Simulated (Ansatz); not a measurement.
Consider MgSe in the rock salt structure (space group Fm-3m, No. 225; a = 5.4498 Å). Axes: x, y, z lie along the cube axes.

The change: the cell is stretched by 1.47 % along z with no lateral relaxation, atoms relaxed at fixed cell.

Levels (all Ansatz, a quantum-chemistry and plane-wave program, PAW): PBEsol (420 eV, no spin-orbit coupling); HSE06+SOC (420 eV, noncollinear with spin-orbit coupling).

The geometry is relaxed with PBEsol.

- PBEsol valence-band top at Γ = 0.00, -0.07, -0.07 eV
- PBEsol band gap = 1.69 eV

With HSE06+SOC at the same geometry, the valence-band top at Γ (three highest Kramers pairs, from the VBM) changes from 0.00, -0.07, -0.07 eV to 0.00, -0.06, -0.49 eV; the band gap grows by 0.765 eV (1.69 eV → 2.45 eV).

Single points use the geometry relaxed with PBEsol. HSE06 was sampled on its mesh, a few special points and the semilocal edge points, so its gap is an upper bound. The spin-orbit shifts are approximate. The cells carry an imposed strain or load. Stability against distortions was not tested.
